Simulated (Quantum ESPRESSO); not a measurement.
## A series of runs on SrMg (Pmmn, 4 atoms in the cell)

```
SrMg
1.0
    4.11196     0.00000     0.00000
    0.00000     6.03749     0.00000
    0.00000     0.00000     6.01119
Sr Mg
2 2
Direct
  0.00000   0.00000   0.90423
  0.50000   0.50000   0.09577
  0.50000   0.00000   0.41431
  0.00000   0.50000   0.58569
```

Base run A: PBEsol, GBRV 1.5 ultrasoft (PBESOL) pseudopotentials run with Quantum ESPRESSO 7.5, self-consistent single point.

Its settings: ecutwfc = 40 Ry; ecutrho = 200 Ry; occupations = smearing; smearing = fermi-dirac; degauss = 0.0099958 Ry; potentials = {Sr: sr_pbesol_v1.uspp.F.UPF, Mg: mg_pbesol_v1.4.uspp.F.UPF}; K_POINTS = automatic 6 4 4 0 0 0; conv_thr = 1e-08 Ry; mixing_beta = 0.7.

The starting cell comes from a database of computed structures (which also holds hypothetical and non-ambient phases and stackings), without a prior relaxation at this level. Its lattice was rescaled by a random factor within 2.5 % of one.

A dash stands where there is no value to compare (another energy zero or no entropy term, no result, no spin, no clean gap, or a mesh too coarse for one). 

```tsv
run	change	pressure (GPa)	largest force (eV/Å)	dispersion energy (eV/atom)
A	base	-0.36	0.047	–
B	vdw_corr: default → grimme-d3; dftd3_version: default → 3; dftd3_threebody: default → false [PBEsol-D3(0)]	-0.89	0.059	-0.144
C	vdw_corr: default → grimme-d3; dftd3_version: default → 4; dftd3_threebody: default → false [PBEsol-D3(BJ)]	-1.44	0.047	-0.243
D	vdw_corr: default → grimme-d3; dftd3_version: default → 4; dftd3_threebody: default → true [PBEsol-D3(BJ) with three-body term]	-1.37	0.047	-0.234
```

Run C against A: The pressure goes from -0.36 to -1.44 GPa and the largest force stays at 0.047 eV/Å.

Run D against A: The pressure goes from -0.36 to -1.37 GPa and the largest force stays at 0.047 eV/Å.

Left out of this page: 1 run of the series held back from this collection.
